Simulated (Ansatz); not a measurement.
The starting structures come from a database of crystals and need not be the phases stable at ambient conditions.

Inside the gap of an insulator the Bloch states are evanescent, with a wavenumber k + iκ along the transport direction.

Here is the system:

```yaml
crystal:
  lattice:
    - [7.30209, 0.00000, 0.00000]
    - [-3.65104, 6.32380, 0.00000]
    - [3.65105, 2.10793, 6.11530]
  atoms:
    - { symbol: Cs, position: [0.24554, 0.12277, 0.63169] }
    - { symbol: Cs, position: [0.75446, 0.87723, 0.36831] }
    - { symbol: Te, position: [0.50000, 0.00000, 0.00000] }
    - { symbol: Te, position: [0.00000, 0.50000, 0.00000] }
    - { symbol: Te, position: [0.50000, 0.50000, 0.00000] }
    - { symbol: Te, position: [0.00000, 0.50000, 0.50000] }
    - { symbol: O, position: [0.24066, 0.81522, 0.94411] }
    - { symbol: O, position: [0.75934, 0.18477, 0.05589] }
    - { symbol: O, position: [0.24066, 0.42544, 0.94411] }
    - { symbol: O, position: [0.75933, 0.57456, 0.05589] }
    - { symbol: O, position: [0.63045, 0.81522, 0.94411] }
    - { symbol: O, position: [0.36955, 0.18477, 0.05589] }
    - { symbol: O, position: [0.73349, 0.57077, 0.69574] }
    - { symbol: O, position: [0.26651, 0.42923, 0.30426] }
    - { symbol: O, position: [0.73349, 0.16272, 0.69574] }
    - { symbol: O, position: [0.26651, 0.83728, 0.30426] }
    - { symbol: O, position: [0.14154, 0.57077, 0.69574] }
    - { symbol: O, position: [0.85846, 0.42923, 0.30426] }
```

Space group of this cell: R-3m. The cell is taken as given; by r2SCAN its mean pressure is 0.8 GPa.

Transport runs along the normal of the first two printed cell vectors, the (001) plane of the conventional cell.

No gap correction and no spin-orbit coupling; mid-gap values are interpolated between computed energies.

**Question.** Give the band gap and the smallest decay constant κ at mid-gap that r2SCAN run with Ansatz (a quantum-chemistry and plane-wave program) yields.

**Answer.** Gap 0.95 eV on a 6×6×6 mesh; κ = 0.081 1/Å, at the zone centre.
